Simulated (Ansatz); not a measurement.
A relaxation of the atoms of CrBrO (P1, 6 atoms in the cell) with Ansatz (a program for electronic structure).

Method of the run: PBEsol, PAW files made with PBE (plane waves; Ansatz).

The change in words: atoms moved at random; relax: default → atoms; relax.f_tol: default → 0.1 eV/Å. Reference geometry:
```
CELL_PARAMETERS angstrom
      3.33424     0.00000     0.00000
      0.00000     3.92704     0.00000
      0.00000     0.00000     8.82049
ATOMIC_POSITIONS crystal
  Cr 0.00000 0.00000 0.59453
  Cr 0.50000 0.50000 0.40547
  Br 0.00000 0.50000 0.19431
  Br 0.50000 0.00000 0.80569
  O  0.50000 0.00000 0.45432
  O  0.00000 0.50000 0.54568
```
Moments meant for the start (each program seeds them in its own way; μB, in the order of the atoms Cr Cr Br Br O O): 3.0 3.0 0.0 0.0 0.0 0.0.

Reference input (self-consistent single point, DFT, PBEsol, plane waves, PAW files made with PBE): basis.ecutwfc = 420 eV; kpoints.mp_grid.grid = 5 4 2; hamiltonian.xc = pbesol; hamiltonian.pseudopotentials = {kind: paw} (the program's default PAW files); magnetization.spin_polarized = true; scf.occupations.method = gaussian; scf.occupations.width = 0.05 eV. This run's input differs from it in these lines:

Ansatz 0.2 input:
```diff
@@ -6,8 +6,8 @@
   atoms:
-    - { symbol: Cr, position: [0.000000, 0.000000, 0.594530], spin: 3.0 }
-    - { symbol: Cr, position: [0.500000, 0.500000, 0.405470], spin: 3.0 }
-    - { symbol: Br, position: [0.000000, 0.500000, 0.194310] }
-    - { symbol: Br, position: [0.500000, 0.000000, 0.805690] }
-    - { symbol: O, position: [0.500000, 0.000000, 0.454320] }
-    - { symbol: O, position: [0.000000, 0.500000, 0.545680] }
+    - { symbol: Cr, position: [0.029581, 0.007492, 0.606445], spin: 3.0 }
+    - { symbol: Cr, position: [0.491521, 0.503676, 0.402859], spin: 3.0 }
+    - { symbol: Br, position: [-0.006717, 0.493725, 0.189834] }
+    - { symbol: Br, position: [0.491386, -0.001051, 0.806821] }
+    - { symbol: O, position: [0.511659, -0.001339, 0.457034] }
+    - { symbol: O, position: [-0.017431, 0.497497, 0.537008] }
 basis:
@@ -23,2 +23,4 @@
   occupations: { method: gaussian, width: 0.05 }
+relax:
+  f_tol: 0.1
 output:
```

Output, abridged:

```
   [... SCF lines of the steps left out ...]
relax step   1: F+E_penalty+E_count = -13295.78637479 eV  Δ(F+E_penalty+E_count) = +0.000e0 eV  max|allowed force component| = 2.420e0 eV/Å  Δτ_max = 0.0000 Å  (19 SCF iters, dr2 threshold 1.00e-4 eV, accepted)
relax step   2: F+E_penalty+E_count = -13296.08675981 eV  Δ(F+E_penalty+E_count) = -3.004e-1 eV  max|allowed force component| = 6.759e-1 eV/Å  Δτ_max = 0.1440 Å  (7 SCF iters, dr2 threshold 1.00e-4 eV, accepted)
relax step   3: F+E_penalty+E_count = -13296.11700002 eV  Δ(F+E_penalty+E_count) = -3.024e-2 eV  max|allowed force component| = 1.087e-1 eV/Å  Δτ_max = 0.0454 Å  (6 SCF iters, dr2 threshold 2.86e-5 eV, accepted)
relax step   4: F+E_penalty+E_count = -13296.11881616 eV  Δ(F+E_penalty+E_count) = -1.816e-3 eV  max|allowed force component| = 8.881e-3 eV/Å  Δτ_max = 0.0211 Å  (8 SCF iters, accepted)
the relaxation's final electronic state is not compared with the one that a single-point calculation of its input finds at the relaxed geometry …
   [... lines left out ...]
WARN: an SCF from antiferromagnetic starting moments (-3.00, 3.00, 0.00, 0.00, 0.00, 0.00 Bohr magnetons, atom by atom) was not made, by what the run has read …
Absolute magnetization: 6.2538 μB (∫|ρ↑−ρ↓|, with the PAW one-centre terms)
Free energy (F): -13296.118816 eV
Fermi energy:    6.354008 eV
   [... lines left out ...]
    - { symbol: Br, position: [-7.712410844899832e-5, 0.5001521107904792, 0.20411617749963182] }
    - { symbol: Br, position: [0.500102004669255, 0.0004536507886855071, 0.7958770043178985] }
    - { symbol: O, position: [0.5000100649580675, -0.00022737953704904496, 0.4558876571534802] }
    - { symbol: O, position: [1.603961598726701e-5, 0.49984511592631137, 0.544109685778533] }
```

The run converged. 

Summary of the result:
* **Free energy E − TS (on the zero of these files)**: -13296.1188 eV
* **Top of the valence band (on the code's own zero)**: 6.09 eV
* **Gap on the k-point mesh**: 0.53 eV
* **Pressure**: -3.11 GPa
* **Largest force (vector length)**: 0.009 eV/Å
* **Size of the cell's spin moment**: 6.00 μB
* **Relaxation steps**: 4

The starting cell comes from a database of computed structures (which also holds hypothetical and non-ambient phases and stackings), without a prior relaxation at this level. Its lattice was rescaled by a random factor within 2.5 % of one. For this run, on top of that: atoms moved at random. The magnetic order is the one reached from the typed start; others were not searched systematically. The program warned that, by what it read of turns of the moments, another magnetic order lies lower. Ansatz's pressure includes its estimate of the finite-basis (Pulay) stress.

Cost on one core of a shared machine: roughly 40 s.
